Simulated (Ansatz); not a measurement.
Band structure of NbC (Fm-3m, 2 atoms in the cell).

```
NbC
1.0
    0.00000     2.25405     2.25405
    2.25405     0.00000     2.25405
    2.25405     2.25405     0.00000
Nb C
1 1
Direct
  0.00000   0.00000   0.00000
  0.50000   0.50000   0.50000
```

Method: PBEsol, PAW files made with PBE (plane waves; Ansatz, a quantum-chemistry and plane-wave program).

Settings: kpoints.mp_grid.grid = 17 17 17; hamiltonian.xc = pbesol; hamiltonian.pseudopotentials = {kind: paw} (the program's default PAW files); scf.occupations.method = gaussian; scf.occupations.width = 0.1 eV; kpoints.band_path.npoints = 8.

The starting cell comes from a database of computed structures (which also holds hypothetical and non-ambient phases and stackings), without a prior relaxation at this level. Spin polarisation is off.

Levels in eV from the Fermi level, bands 5 to 12:
| point | 5 | 6 | 7 | 8 | 9 | 10 | 11 | 12 |
|---|---|---|---|---|---|---|---|---|
| Γ | -13.31 | -1.32 | -1.32 | -1.32 | -0.21 | -0.21 | -0.21 | 0.30 |
| X | -11.93 | -4.11 | -3.88 | -1.33 | -1.33 | 1.89 | 3.09 | 3.09 |
| W | -11.16 | -4.57 | -4.36 | -4.36 | 1.46 | 1.46 | 3.10 | 4.98 |
| K | -11.24 | -5.10 | -4.22 | -3.45 | -0.34 | 2.37 | 3.28 | 5.38 |
| L | -9.74 | -7.46 | -5.03 | -5.03 | 2.03 | 2.03 | 3.41 | 5.62 |
| U | -11.24 | -5.10 | -4.22 | -3.45 | -0.34 | 2.37 | 3.28 | 5.38 |

Bands cross the Fermi level along this path, so the cell is metallic at this level.

Keys are those of Ansatz 0.2.
